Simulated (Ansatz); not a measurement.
Functionals compared on the (10-12) surface of hcp Zn in its 1x1 cell, outermost plane spacing 0.57 Å in the ideal cut, in Ansatz (plane waves, PAW). The structure was relaxed with PBE; the other rows are single points on it, each with its references at the same level. Cutoff 420 eV (500 eV for r2SCAN).

Slab: 14 atoms, 10.8 Å thick at the start; k 14x6x1, smearing 0.1 eV, dipole-corrected; all atoms relaxed; symmetry of the start imposed; no spin, no spin-orbit, no U. These notes are the PBE run's.

```tsv
functional	surface energy (J/m²)	work function of the top face (eV)	rough cost of the single point
PBE	0.67	4.12	–
LDA	0.91	4.43	very roughly 4 core-minutes
PBEsol	0.86	4.22	around 4 core-minutes (rough)
RPBE	0.55	3.97	roughly 4 core-minutes
r2SCAN	0.79	4.20	about 7 core-minutes (a rough figure)
```

Ansatz is a program for electronic structure.
